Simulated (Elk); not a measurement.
Elk run on Os (P6_3/mmc, 4 atoms in the cell): self-consistent single point.

Computed with LDA (PW92), all-electron FP-LAPW, Elk's shipped species files, APW+lo basis with extra local orbitals (Elk).

```yaml
crystal:
  lattice:
    - [2.75459, 0.00000, 0.00000]
    - [-1.37729, 2.38555, 0.00000]
    - [0.00000, 0.00000, 8.86291]
  atoms:
    - { symbol: Os, position: [0.00000, 0.00000, 0.00000] }
    - { symbol: Os, position: [0.00000, 0.00000, 0.50000] }
    - { symbol: Os, position: [0.33333, 0.66667, 0.25000] }
    - { symbol: Os, position: [0.66667, 0.33333, 0.75000] }
```

Reference input (self-consistent single point, DFT, PBE, all-electron FP-LAPW, Elk's shipped species files, APW+lo basis with extra local orbitals): xctype = 20; rgkmax = 7.5; stype = 0; swidth = 0.00367493 Ha; ngridk = 9 9 3; tforce = true; gmaxvr = 18 1/bohr; lmaxapw = 10; lmaxo = 8; nxlo = 2; lorbcnd = true; lradstp = 2. This run's input differs from it in these lines:

```diff
@@ -4,3 +4,3 @@
 xctype
-  20
+  3
```

Output, abridged:

```
│ Self-consistent loop started │
│ Loop number : 1 │
 total energy                :     -69095.3160143
│ Loop number : 2 │
 total energy                :     -69096.1166946
RMS change in Kohn-Sham potential (target) :   0.6740069253E-01 (  0.1000000000E-05)
Absolute change in total energy (target)   :   0.8006803290     (  0.1000000000E-03)
│ Loop number : 3 │
 total energy                :     -69098.0288861
RMS change in Kohn-Sham potential (target) :   0.5947537158E-01 (  0.1000000000E-05)
Absolute change in total energy (target)   :    2.112361534     (  0.1000000000E-03)
│ Loop number : 4 │
   [... lines left out ...]
Absolute change in total energy (target)   :   0.6222853990E-03 (  0.1000000000E-03)
│ Loop number : 16 │
 total energy                :     -69088.5597180
RMS change in Kohn-Sham potential (target) :   0.1520481926E-07 (  0.1000000000E-05)
Absolute change in total energy (target)   :   0.1908704726E-03 (  0.1000000000E-03)
│ Loop number : 17 │
 total energy                :     -69088.5597309
RMS change in Kohn-Sham potential (target) :   0.1631839149E-07 (  0.1000000000E-05)
Absolute change in total energy (target)   :   0.3479783481E-04 (  0.1000000000E-03)
Convergence targets achieved

│ Loop number : 18 │

Energies :
 Fermi                       :     0.566474298829
 total energy                :     -69088.5597304

Density of states at Fermi energy :    114.6107459
 (states/Hartree/unit cell)

Estimated indirect band gap :   0.4132019196E-03
 from k-point     15 to k-point      1
Estimated direct band gap   :   0.1507408628E-02
 at k-point     18

Charges :
 core                        :    184.0000000
 valence                     :    120.0000000
 interstitial                :    7.992372301
 muffin-tins (core leakage)
  species :    1 (Os)
   atom    1                 :    74.00090082     (  0.6157278492E-06)
   atom    2                 :    74.00090082     (  0.6157278492E-06)
   atom    3                 :    74.00291303     (  0.6160236907E-06)
   [... lines left out ...]
   total force               :     0.00000000   -0.00000000   -0.00000000
   total magnitude           :     0.00000000
  atom :    4
   Hellmann-Feynman          :    -0.00000000   -0.00000000    0.00000000
   IBS                       :     0.00000000    0.00000000   -0.00000000
   total force               :    -0.00000000    0.00000000    0.00000000
   total magnitude           :     0.00000000
```

The run converged in 18 iterations. The count includes the last loop, which Elk runs after its targets are met. 

The starting cell was generated: these elements placed on a structure prototype, without a prior relaxation; it need not be a known phase or ordering of this composition. Its lattice was rescaled by a random factor within 2.5 % of one. Spin-orbit coupling is off. Spin polarisation is off. Values depend on the basis (sphere radii, cutoffs, local orbitals), which need not be converged. The log's line on a gap gives a spacing of levels on this mesh, which the program prints for metals too.

Cost on one core of a shared machine: roughly 2 min.
